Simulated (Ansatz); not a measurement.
# TiO2: transverse stress against strain

TiO2 (anatase, I4_1/amd, 11.017 Å³/atom at rest, c along z) under a strain ε along a (axis x), the other axes held. LDA in Ansatz, a plane-wave DFT program (PAW, default set), 420 eV, 12×12×12 Γ-centred mesh, Fermi-Dirac smearing 0.05 eV; ions are relaxed within the symmetry of each cell. Stress is positive for a compressed cell.

Here s stands for strain and y for stress zz.

```
strain (%)  stress zz (GPa)
----------  ---------------
-3.00                     ?
-1.20                  2.03
-0.60                  1.00
0.00                   0.00
0.60                  -0.92
1.20                  -1.80
```

The 5 complete rows are fitted with a straight line, y against s. Means: s 0, y 0.062. About the means, the sum of products is -5.7480 and the sum of squares of s is 3.6000; the slope is their ratio. Least squares gives y = 0.062 - 1.5967·s. Residuals (row less fit): 0.052, -0.020, -0.062, -0.024, 0.054; standard error 0.059 (degrees of freedom: 3). The slope gives the elastic constant C13 = 160 ± 3 GPa.

Predict the withheld y at s = -3.00 from the fit, and compare with the calculation.

y = 0.062 - 1.5967 × (-3.0) = 4.852 GPa. The calculation gives 5.56 GPa, 0.708 GPa above the prediction (9.6 % of the range of y in the table). The row lies outside the fitted rows, so this is an extrapolation. From the scatter of the fitted rows alone, a prediction at this place has a standard error of 0.113 GPa, so the miss is 6.3 times that.

One order more, fitted to all 11 runs of the series, follows each within 0.01, so the miss is the next term of a smooth law. The primitive cell can neither tilt nor turn polar against its symmetry, as such crystals can under strain. TiO2 is here one of several forms; rutile is the usual stable one. Rows are the converged runs of the series near zero and its far end; series whose fitted rows scatter by over a few per cent of the range, as at a crossing or softening among them, aren't shown in this form. Most that stay on the fit to the last digits aren't either.
